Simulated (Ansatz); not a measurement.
Output of an Ansatz run (abridged):

```
WARN the atoms were moved onto the symmetric positions of the space group found under crystal.symmetry.tolerance 1.0e-5 (fractional …
WARN ansatz: RAYON_NUM_THREADS=1 ignored (pool sized by the plan → 1); use --threads N
Pseudopotentials: kind: paw
Pseudopotential: Hf, paw, valence charge 26
Pseudopotential: N, paw, valence charge 5
Crystal: 8 atoms, lattice volume = 209.811 Å³
Basis set: ecut = 420 eV, 4101 PW (Γ), exchange–correlation on 48×64×288 points (8 copies of the dense FFT grid, shifted against one another)
Bands: 75, of which v1, the nominal top of the filled ones, is band 62 counted from 1 (61 counted from 0)
Symmetry: 16 space group operations
Space group: P4/nmm (ITA 129), of the structure as read, at distance tolerance 5.9e-5 Å
k-points: 28 of 169
PAW frozen core: Hf, regenerated for the run's functional, and the local potential with it
PAW frozen core: N, regenerated for the run's functional, and the local potential with it
Initial density: superposition of atomic densities (neutral atoms: chi_scale 0, normalization atom), corrected by the library's trained network
Initial wavefunctions: pseudopotential atomic-orbital guess
Eigensolver: davidson
Functional: x = pbesol(κ = 0.804, μ = 0.12345679012345678), c = pbesol(β = 0.046)
SCF iter   1: F=—  HF=-63918.622443 eV  |F-HF|=—  |Δ(HF+E_count)|=         —  Δρ=7.50e-3  dr2=3.48e-1  ethr=1.77e-3  ⟨swp⟩=6.2  Hψ=8065  notcnv=0  defer=9
all-band conjugate gradients solve this SCF's bands
preconditioner: auto → LDOS
SCF iter   2: F=—  HF=-63918.606148 eV  |F-HF|=—  |Δ(HF+E_count)|=   1.63e-2  Δρ=5.77e-3  dr2=7.75e-2  ethr=2.81e-4  ⟨swp⟩=2.6  Hψ=4081  notcnv=0  defer=42
SCF iter   3: F=—  HF=-63918.588783 eV  |F-HF|=—  |Δ(HF+E_count)|=   1.74e-2  Δρ=1.17e-3  dr2=6.43e-3  ethr=6.25e-5  ⟨swp⟩=2.1  Hψ=3923  notcnv=0  defer=42
SCF iter   4: F=—  HF=-63918.587638 eV  |F-HF|=—  |Δ(HF+E_count)|=   1.14e-3  Δρ=3.43e-4  dr2=3.87e-4  ethr=5.18e-6  ⟨swp⟩=2.5  Hψ=3871  notcnv=0  defer=42
SCF iter   5: F=—  HF=-63918.587619 eV  |F-HF|=—  |Δ(HF+E_count)|=   1.99e-5  Δρ=9.85e-5  dr2=6.61e-5  ethr=3.12e-7  ⟨swp⟩=3.0  Hψ=4865  notcnv=0  defer=42
SCF iter   6: F=—  HF=-63918.587806 eV  |F-HF|=—  |Δ(HF+E_count)|=   1.88e-4  Δρ=5.34e-5  dr2=2.38e-5  ethr=5.33e-8  ⟨swp⟩=2.3  Hψ=3901  notcnv=0  defer=42
SCF iter   7: F=—  HF=-63918.587812 eV  |F-HF|=—  |Δ(HF+E_count)|=   5.58e-6  Δρ=2.56e-5  dr2=2.79e-6  ethr=1.92e-8  ⟨swp⟩=2.4  Hψ=3565  notcnv=0  defer=42
SCF iter   8: F=—  HF=-63918.587814 eV  |F-HF|=—  |Δ(HF+E_count)|=   1.59e-6  Δρ=7.98e-6  dr2=2.13e-7  ethr=2.25e-9  ⟨swp⟩=2.9  Hψ=3516  notcnv=0  defer=42
SCF iter   9: F=-63918.587814 eV  HF=-63918.587814 eV  |F-HF|=1.24e-8  |Δ(HF+E_count)|=   2.27e-8  Δρ=2.53e-6  dr2=2.89e-8  ethr=8.06e-11  ⟨swp⟩=13.5  Hψ=11140  notcnv=0
SCF 1 converged in 9 iterations: F = -63918.587814 eV  dr2 = 2.89e-8
SCF converged after 9 iterations
Free energy (F): -63918.587814 eV
Harris-Foulkes:  -63918.587814 eV  (|F-HF|=1.24e-8)
Internal energy: -63918.472301 eV  (E = F + TS)
E sigma→0 (E₀):  -63918.530057 eV
Entropy (-TS):   -0.115513 eV (-14.439 meV/atom)
Fermi energy:    8.862453 eV
--- Per-component energies (eV) ---
  E_band       = -1123.339612
  E_kinetic    = 2217.482460
  E_local      = -176889.152317  (includes V_loc(G=0)·N_el)
  E_nonlocal   = -4771.385901
  E_hartree    = 87041.597157
  E_xc         = -1430.714015
  E_vxc        = -1370.949067  (∫ρ·V_xc dr)
  E_paw        = -27716.572475  (= ΣΔE_a)
  E_vpaw       = 5607.533559  (= ΣTr[D̂ρ^β])
  E_aug_tail   = 0.000368  (compensation charges beyond the density's cutoff)
  E_ewald      = 57625.155661
  E_core_change = 5.116762  (= ΣΔE_core)
  E_smearing   = -0.115513  (= −TS)
  E_closure    = 0.000000  (closes the sum)
  Σ components = -63918.587814   (vs F -63918.587814, Δ=0.00e0)
--- Forces (eV/Å), atoms counted from 1 ---
  atom   1  Hf     0.00000000     0.00000000    -0.00429073
  atom   2  Hf     0.00000000     0.00000000     1.44406658
  atom   3  Hf     0.00000000     0.00000000    -1.44406658
  atom   4  Hf     0.00000000     0.00000000     0.00429073
  atom   5  N      0.00000000     0.00000000    -0.86372752
  atom   6  N      0.00000000    -0.00000000    -0.88322018
  atom   7  N      0.00000000    -0.00000000     0.88322018
  atom   8  N      0.00000000     0.00000000     0.86372752
  max |Σ_I F_I| component: 1.11e-16 eV/Å
--- Stress (GPa, compression-positive) ---
       -4.529743       0.000000       0.000000
        0.000000      -4.529743       0.000000
        0.000000       0.000000      -1.465472
  P = ⅓ Tr σ = -3.5083 GPa (-35.083 kbar)
  The stress holds the Pulay correction. Without it, at fixed plane waves, as pw.x and ABINIT print it: P = -3.7340 GPa
--- Band table (eV; the first three rows and the last of 28) ---
  k-point 0: bands = ["-53.9956", "-53.9954", "-53.6946", "-53.6507", "-23.0570", "-23.0007", "-22.6350", "-22.5110", "-22.5110", "-22.4858", "-22.4858", "-22.3293", "-22.3293", "-22.2661", "-22.1894", "-22.1894", "-8.3515", "-7.6603", "-7.1003", [...]
  k-point 1: bands = ["-53.9943", "-53.9941", "-53.6928", "-53.6502", "-23.0489", "-23.0025", "-22.6673", "-22.5422", "-22.5044", "-22.4897", "-22.4808", "-22.3833", "-22.3255", "-22.2412", "-22.2173", "-22.1887", "-8.2629", "-7.5872", "-7.0268", [...]
  k-point 2: bands = ["-53.9907", "-53.9906", "-53.6877", "-53.6487", "-23.0270", "-23.0110", "-22.7531", "-22.6291", "-22.5132", "-22.4859", "-22.4760", "-22.4668", "-22.3146", "-22.2817", "-22.2240", "-22.1871", "-8.0123", "-7.3832", "-6.8193", [...]
  k-point 27: bands = ["-53.9527", "-53.9527", "-53.6310", "-53.6304", "-22.9816", "-22.9780", "-22.9189", "-22.9102", "-22.8385", "-22.8372", "-22.7316", "-22.7261", "-22.5418", "-22.5359", "-22.4454", "-22.4395", "-7.3807", "-7.3719", "-6.4937", [...]
```

The structure:

```
CELL_PARAMETERS angstrom
      3.18014     0.00000     0.00000
     -3.18014     3.18014     0.00000
      0.00000     0.00000    20.74601
ATOMIC_POSITIONS crystal
  Hf 0.00000 0.00000 0.44581
  Hf 0.00000 0.50000 0.33741
  Hf 0.00000 0.00000 0.66259
  Hf 0.00000 0.50000 0.55420
  N  0.00000 0.00000 0.33741
  N  0.00000 0.50000 0.44581
  N  0.00000 0.00000 0.55420
  N  0.00000 0.50000 0.66259
```

**Question.** Write an input that gives this output.

**Answer.** Other spellings and defaults could give the same log, and not every line can be read from it. The input that was run (DFT, PBEsol, plane waves, default PAW files made with PBE):

Ansatz 0.2 input:
```yaml
crystal:
  lattice:
    - [3.180142, 0.000000, 0.000000]
    - [-3.180142, 3.180142, 0.000000]
    - [0.000000, 0.000000, 20.746011]
  atoms:
    - { symbol: Hf, position: [0.000000, 0.000000, 0.445807] }
    - { symbol: Hf, position: [0.000000, 0.500000, 0.337414] }
    - { symbol: Hf, position: [0.000000, 0.000000, 0.662586] }
    - { symbol: Hf, position: [0.000000, 0.500000, 0.554199] }
    - { symbol: N, position: [0.000000, 0.000000, 0.337414] }
    - { symbol: N, position: [0.000000, 0.500000, 0.445807] }
    - { symbol: N, position: [0.000000, 0.000000, 0.554199] }
    - { symbol: N, position: [0.000000, 0.500000, 0.662586] }
basis:
  ecutwfc: 420.0
kpoints:
  mp_grid: { grid: [13, 13, 1] }
hamiltonian:
  xc: pbesol
  pseudopotentials: { kind: paw }
scf:
  occupations: { method: fermi_dirac, width: 0.1 }
output:
  forces: true
  eigenvalues: true
  stress: true
```

The starting cell has typed, rounded lattice constants, without a prior relaxation at this level. The slab is cut from that crystal, and its faces are unrelaxed. Its lattice was rescaled by up to half a per cent. Spin-orbit coupling is off. Spin polarisation is off, though cut faces can carry moments; the slab shows no gap. Forces in this geometry exceed 1 eV/Å.

Ansatz is a first-principles code.
